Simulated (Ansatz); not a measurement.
For TiAl (model structure, started from the CuPt type, R-3m, No. 166, 2 atoms in the cell), PBE-D3(BJ) (Ansatz, a program for electronic structure, PAW) gives:

equilibrium lattice constant a: 2.840 Å
c axis length: 13.820 Å
formation enthalpy: -0.183 eV/atom

Problem. What does r²SCAN in Ansatz (plane waves, PAW) give for the same quantities?

Solution. 
- lattice constant a: 2.875 Å (goes up by 1.2 %)
- lattice parameter c: 13.940 Å (rises by 0.9 %)
- formation enthalpy: -0.201 eV/atom (moves by -0.018 eV/atom)

Changes are worked out from the printed values.

Unless a cell is named, each level is at its own relaxed cell (PBE-D3(BJ) 16.09, r²SCAN 16.63 Å³/atom).

The crystal itself was run without spin with r²SCAN; a magnetic state was not tried in these runs.

Ansatz's density-functional and Hartree–Fock values are scalar-relativistic unless marked +SOC, with PAW data made under PBE.

A model structure was made by putting elements into a prototype or built by hand; it is no filed structure, need not be a known phase, and can be a saddle point held by its symmetry.
